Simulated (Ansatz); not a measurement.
Defect migration in bixbyite In2O3: interstitial N, charge state -1. Method: PBE, PAW (plane waves to 420 eV; Ansatz, a first-principles code).

Cell of 80 host sites held at the relaxed PBE lattice; one k-point at (0.250, 0.250, 0.250); Fermi-Dirac width 0.01 eV, spin-restricted; finite-size errors left in. Static, classical nuclei. The charge state is imposed; whether it is stable for some Fermi level was not computed. Sites that were not tried may lie lower. The start lies 0.17 eV above the lowest site run (PBE).

Barriers: single points on a 2×2×2 k-point mesh shifted by half a step at the bands' geometries.

The step: a concerted move, in which N travels most. Atoms about the jump, Cartesian Å from the middle of the jump, before and after:

```
atom     x0     y0     z0     x1     y1     z1
----  -----  -----  -----  -----  -----  -----
N1     0.10  -0.25   1.18  -0.10   0.25  -1.18
O2    -0.16  -1.58   1.74  -0.17  -0.52   1.48
In3    1.03  -1.48  -0.30   0.94  -1.42  -0.21
In4   -1.57   0.74   0.15  -1.65   0.77   0.19
O5    -0.26  -0.05  -1.59  -0.66  -0.01  -2.52
O6    -0.67   2.43   1.25  -0.65   2.33   1.33
O7     2.62  -0.09  -1.08   2.68  -0.11  -1.00
In8    1.31   1.09  -2.47   1.38   1.17  -2.42
In9    0.62   1.14   2.73   0.59   1.09   2.75
O10   -0.64  -2.84  -1.01  -0.68  -2.85  -1.01
```

### Question
Give the saddle-point geometry and the barrier.

### Answer

```
atom      x      y      z
----  -----  -----  -----
N1    -0.01   0.03  -0.04
O2     0.08  -0.65   1.76
In3    1.06  -1.67  -0.22
In4   -1.85   0.86   0.16
O5    -0.48   0.17  -2.03
O6    -0.73   2.35   1.35
O7     2.63  -0.17  -1.08
In8    1.31   1.07  -2.45
In9    0.59   1.12   2.77
O10   -0.65  -2.89  -1.04
```
It lies 1.77 eV above the start and 1.77 eV above the end. The saddle point's order was not checked.
